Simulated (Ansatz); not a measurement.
Base system: an 8-atom supercell of GaP in the zinc blende structure (space group F-43m, No. 216; a = 5.438 Å) at its relaxed geometry.

Calculations: Ansatz (a quantum-chemistry and plane-wave program) PBEsol, without spin-orbit coupling.

For the base:

| Property | Value |
|---|---|
| Mean distance from the defect site to its nearest host atoms | 2.35 Å |
| Pressure | 0.0 GPa |

The change: a neutral Ag on a Ga site, atoms relaxed at fixed cell, starting from a slightly rattled geometry.

### Question
What happens to the mean distance from the defect site to its nearest host atoms, largest displacement of a host atom from its site in the perfect cell and pressure?

### Answer
The mean distance from the defect site to its nearest host atoms grows by 0.04 Å, from 2.35 Å to 2.39 Å; the largest displacement of a host atom from its site in the perfect cell is 0.04 Å; the pressure goes from zero to 1.3 GPa.

Other magnetic orders, which the real material may have, were not ruled out. In so small a cell the defect repeats every few ångströms: this is an ordered compound, not a dilute defect. The mesh was chosen for an insulator and is coarse for the gapless case. Starting moments died away, wholly or in part, for Ag on a Ga site; another magnetic solution may exist. The defect cell is spin-polarised and ends with 0.0 μB.
